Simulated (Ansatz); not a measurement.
```
CELL_PARAMETERS angstrom
      0.00000     2.29717     2.29717
      2.29717     0.00000     2.29717
      2.29717     2.29717     0.00000
ATOMIC_POSITIONS crystal
  Na 0.00000 0.00000 0.00000
  F  0.50000 0.50000 0.50000
```

**Question.** By how much do the lattice constants and the volume change from 300 K to 475 K (quasi-harmonic lattice dynamics, r2SCAN in Ansatz, a first-principles code), and how far does the bulk modulus soften?

**Answer.** a by 0.67 %, the volume by 2.03 %; B_T goes from 46.0 to 40.7 GPa. Whether this phase is the stable one at each condition was not tested.

The PAW data sets were generated under PBE and serve the other functionals too.
